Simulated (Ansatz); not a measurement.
Start from NbP (space group I4_1md, No. 109; relaxed with 0.1 eV smearing).

```
CELL_PARAMETERS angstrom
     -1.67346     1.67346     5.71485
      1.67346    -1.67346     5.71485
      1.67346     1.67346    -5.71485
ATOMIC_POSITIONS crystal
  Nb 0.99929 0.99929 0.00000
  Nb 0.74929 0.24929 0.50000
  P  0.41671 0.41671 0.00000
  P  0.16671 0.66671 0.50000
```

Cartesian axes are those of the cell as printed.

Calculations: PBE (Ansatz, a first-principles code), no SOC, earlier PAW set.

Modification: uniaxial strain ε_zz = +5.52 %, all other strain components held at zero, atoms relaxed at fixed cell.

**Question.** Predict the stress tensor and what it implies for the stiffness.

**Answer.** Stress of the strained cell less that of the base (GPa, compression positive):
```
   -5.8     0.0     0.0
    0.0    -5.8     0.0
    0.0     0.0   -12.6
```

Then −Δσ_ii/ε with ε = 0.0552 gives secant stiffness values (nonlinear terms included at this strain): C33 ≈ 228 GPa, C13 ≈ 106 GPa and C23 ≈ 106 GPa.

As a check, the harmonic strain energy −½ V₀ Δσ:ε is 35 meV/atom; the computed energy rise is 37 meV/atom.

Whether these cells are dynamically stable was not tested. All final runs are without spin polarisation.
